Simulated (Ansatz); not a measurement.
Consider C in the diamond structure (space group Fd-3m, No. 227; a = 3.5716 Å).

The values are results of PBE (Ansatz, a first-principles code), no SOC, not measurements.

Base values:

```
Quantity    Result
--------  --------
Pressure  0.00 GPa
```

One thing is altered: the cell is scaled by 0.9850 in all directions; the atoms relax in the strained cell.

Q: What happens to the energy relative to the base and pressure?

A: The energy rises by 16 meV/atom; the pressure goes from zero to 21.34 GPa.

No phonon test of stability was made.
